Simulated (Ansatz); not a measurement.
## Sb2S3 (model structure, started from the A-La2O3 type, P-3m1, No. 164, 5 atoms in the cell): lattice parameter a by level of theory

No measured value is used here.

```tsv
level (code)	value (Å)
PBE (Ansatz)	3.929
PBEsol (Ansatz)	3.868
PBE-D3(BJ) (Ansatz)	3.879
```

Ansatz's density-functional and Hartree–Fock values are scalar-relativistic unless marked +SOC, with PAW data made under PBE.

A model structure was made by putting elements into a prototype or built by hand; it is no filed structure, need not be a known phase, and can be a saddle point held by its symmetry.

Ansatz is a program for electronic structure.
